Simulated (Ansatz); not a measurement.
InAs (model structure, started from the CsCl type, Pm-3m, No. 221, 2 atoms in the cell), treated with LDA (plane waves, PAW; Ansatz, a program for electronic structure).

Numerical settings: plane-wave cutoff 520 eV, 16×16×16 k mesh, Fermi–Dirac smearing 0.05 eV, scalar-relativistic PAW data made under PBE.

Cell (relaxed at this level):

```cif
data_AsIn
_chemical_formula_sum 'In1 As1'
_space_group_name_H-M_alt 'Pm-3m'
_space_group_IT_number 221
_space_group_name_Hall '-P 4 2 3'
_cell_length_a 3.47868
_cell_length_b 3.47868
_cell_length_c 3.47868
_cell_angle_alpha 90.000
_cell_angle_beta 90.000
_cell_angle_gamma 90.000
loop_
_atom_site_label
_atom_site_type_symbol
_atom_site_symmetry_multiplicity
_atom_site_Wyckoff_symbol
_atom_site_fract_x
_atom_site_fract_y
_atom_site_fract_z
_atom_site_occupancy
In1 In 1 a 0.00000 0.00000 0.00000 1
As1 As 1 b 0.50000 0.50000 0.50000 1
```

Problem. What does this level give for the bulk modulus B0?

Solution. 
- bulk modulus B0: 71.5 GPa

The run finds no gap.

Note: the bulk modulus is −V dP/dV from two relaxed cells at ±2 % in volume; the relaxation could raise the start's symmetry but not lower it, so the cell can be a saddle point.

Spin–orbit coupling is not included; it can open a gap where bands touch, and shift volumes and moduli.

The computed numbers hold no vibrational or temperature effects.

Cost on a shared machine: roughly 28 core-seconds.

A model structure was made by putting elements into a prototype or built by hand; it is no filed structure, need not be a known phase, and can be a saddle point held by its symmetry.
